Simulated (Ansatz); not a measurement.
TiAl3, pressure series

Start from TiAl₃ (space group I4/mmm, No. 139; a = 3.8459 Å, c = 8.6199 Å).

Cell and atoms are relaxed at each pressure.

Calculations: PBE, PAW, 420 eV (Ansatz, an electronic-structure program; no spin-orbit coupling).

```tsv
change	density	c/a ratio	shortest interatomic distance
base	3.36 g/cm³	2.241	2.719 Å
pressure −2 GPa	3.29 g/cm³	2.243	2.737 Å
pressure −1 GPa	3.32 g/cm³	2.242	2.728 Å
pressure 3 GPa	[?]	2.240	2.696 Å
pressure 7 GPa	3.56 g/cm³	2.238	2.668 Å
pressure 15 GPa	3.76 g/cm³	[?]	2.621 Å
pressure 30 GPa	4.07 g/cm³	2.233	2.553 Å
pressure 50 GPa	4.41 g/cm³	2.231	2.486 Å
pressure 75 GPa	4.78 g/cm³	2.231	2.421 Å
pressure 100 GPa	5.09 g/cm³	2.232	2.370 Å
```

Problem. Fill in the withheld entries from the trend.

Solution. 
- pressure 3 GPa, density: 3.45 g/cm³
- pressure 15 GPa, c/a ratio: 2.235

Load acts through the strain it causes; cell and atoms are relaxed under it. No phonon test of stability was made. No other phases were tried under pressure. The final runs are not spin-polarised.
